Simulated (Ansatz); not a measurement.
Phonon-limited resistivity of TiGa (P4/mmm) against temperature in μΩ·cm, PBEsol, DFPT electron-phonon coupling, linearised Boltzmann equation (Ansatz, a quantum-chemistry and plane-wave program), harmonic crystal at a fixed cell. x, y and z are the axes of this cell:
```
GaTi
1.0
    2.77749     0.00000     0.00000
    0.00000     2.77749     0.00000
    0.00000     0.00000     3.91419
Ti Ga
1 1
Direct
  0.50000   0.50000   0.50000
  0.00000   0.00000   0.00000
```

| T | ρ (x, y) | ρ (z) |
|---|---|---|
| 50 K | 0.37 | 0.83 |
| 77 K | 1.28 | [?] |
| 100 K | 2.4 | [?] |
| 150 K | 5.0 | 11.4 |
| 200 K | 7.7 | 17.3 |
| 250 K | 10.2 | 23 |
| 273 K | 11.4 | 25 |
| 300 K | 12.7 | 28 |

Question: Fill in the missing entries.

Answer: 
- 77 K, ρ (z): 3.0
- 100 K, ρ (z): 5.5

A metal at this level (no band gap). Only scattering by harmonic phonons is included (no impurities, grain boundaries, electron-electron scattering or thermal expansion). Spin-orbit coupling is left out. Halving the electron mesh (32x32x24) moves the resistivity by up to 8 %. Smearing 0.20 eV; phonons on a 5x5x4 q mesh, which this run doesn't test and which matters most at low temperature.

Computed structure with no diffraction record at hand here (it may be known, metastable or hypothetical): TiGa (P4/mmm).
